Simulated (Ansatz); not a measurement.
Base system: Rh in the fcc (Cu type) structure (space group Fm-3m, No. 225; a = 3.780 Å).

Computed with PBEsol in Ansatz (plane waves to 420 eV, PAW, no SOC).

For the base:

The lattice parameter a comes out as 3.780 Å and the band gap is zero.

Perturbation: every Rh is replaced by W, then cell and atoms are relaxed.

What happens to the lattice parameter a and band gap?

The lattice parameter a goes up by 0.218 Å, from 3.780 Å to 3.998 Å; the band gap is still zero.

No phonon test of stability was made. The final runs are not spin-polarised. This is not the structure that W has at room temperature and ambient pressure.

Ansatz is a program for electronic structure.
